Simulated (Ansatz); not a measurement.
# Response to strain in Cs

Take Cs in the bcc (W type) structure (space group Im-3m, No. 229; a = 6.1612 Å; relaxed with 0.1 eV smearing) as the base.

Strains are applied to the cell and any free atomic positions relax.

All numbers come from PBE/PAW in Ansatz (a first-principles code), spin-orbit coupling left out.

Candidates:
(a) isotropic strain −3.00 %
(b) isotropic strain −2.00 %
(c) isotropic strain −1.50 %
(d) isotropic strain −1.00 %
(e) isotropic strain +3.00 %

Notes on the quantities. energy relative to the base: free energy F.

Problem. Order them by energy relative to the base, lowest first.

Solution. (d) isotropic strain −1.00 % (+0.6 meV/atom), (c) isotropic strain −1.50 % (+1.4 meV/atom), (b) isotropic strain −2.00 % (+2.6 meV/atom), (e) isotropic strain +3.00 % (+5.4 meV/atom), (a) isotropic strain −3.00 % (+6.0 meV/atom)

Stability against distortions was not tested. All final runs are without spin polarisation.
